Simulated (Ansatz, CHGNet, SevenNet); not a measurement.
# GeSe (model structure, started from the 4H type, P6₃mc, No. 186, 8 atoms in the cell): c axis length by level of theory

No measured value is used here.

```json
[
 {"level (code)": "CHGNet 0.3.0", "value (Å)": "17.633"},
 {"level (code)": "SevenNet-0", "value (Å)": "11.541"},
 {"level (code)": "SevenNet-l3i5", "value (Å)": "11.414"},
 {"level (code)": "LDA (Ansatz)", "value (Å)": "[?]"},
 {"level (code)": "PBE (Ansatz)", "value (Å)": "11.467"},
 {"level (code)": "PBEsol (Ansatz)", "value (Å)": "11.105"},
 {"level (code)": "PBE-D3(BJ) (Ansatz)", "value (Å)": "[?]"}
]
```

Question: Fill in the missing entries.

Answer: 
- LDA (Ansatz, a first-principles code), value (Å): 10.983
- PBE-D3(BJ) (Ansatz), value (Å): 11.396

CHGNet 0.3.0: the cell has another shape than the first-principles one, perhaps another minimum in the same group. PBE-D3(BJ): a distance lies near a switch of the dispersion term, which can move the cell. Ansatz's density-functional and Hartree–Fock values are scalar-relativistic unless marked +SOC, with PAW data made under PBE.

Machine-learned potentials (CHGNet 0.3.0, SevenNet-0, SevenNet-l3i5) are trained on DFT data: a solid inside that data is no test of them.

A model structure was made by putting elements into a prototype or built by hand; it is no filed structure, need not be a known phase, and can be a saddle point held by its symmetry.
